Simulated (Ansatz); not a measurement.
Base system: La (space group P6_3/mmc, No. 194; a = 3.7704 Å, c = 12.0810 Å).

Structures relaxed with PBE/PAW in Ansatz (a program for electronic structure), without spin-orbit coupling, earlier PAW set.

Base:

Simulated powder pattern, Cu Kα, λ = 1.54184 Å (kinematic, ideal powder, no thermal factors, no anomalous dispersion; the 10 strongest lines at most, above 2 %, up to 2θ = 90°):

| 2θ (°) | I/Imax (%) | hkl |
|---|---|---|
| 28.31 | 43 | (101) |
| 29.58 | 34 | (004) |
| 31.14 | 100 | (102) |
| 35.39 | 24 | (103) |
| 48.28 | 26 | (110) |
| 53.46 | 21 | (106) |
| 57.64 | 30 | (114) |
| 58.57 | 16 | (202) |
| 79.22 | 14 | (212) |
| 81.70 | 11 | (118) |

One thing is altered: every La is replaced by Sc; the structure is relaxed again.

Q: Predict the new powder pattern.

A: 
Simulated powder pattern, Cu Kα, λ = 1.54184 Å (kinematic, ideal powder, no thermal factors, no anomalous dispersion; the 10 strongest lines at most, above 2 %, up to 2θ = 90°):

| 2θ (°) | d (Å) | I/Imax (%) | hkl |
|---|---|---|---|
| 31.38 | 2.851 | 8.1 | (100) |
| 32.54 | 2.751 | 44 | (101) |
| 34.15 | 2.626 | 34 | (004) |
| 35.84 | 2.505 | 100 | (102) |
| 40.82 | 2.211 | 23 | (103) |
| 54.24 | 1.691 | 9.0 | (105) |
| 55.86 | 1.646 | 22 | (110) |
| 62.24 | 1.492 | 17 | (106) |
| 67.12 | 1.395 | 23 | (114) |
| 68.17 | 1.376 | 12 | (202) |

The indices refer to each structure's own conventional cell; one index is shown for lines that coincide.

Whether these cells are dynamically stable was not tested. All final runs are without spin polarisation.
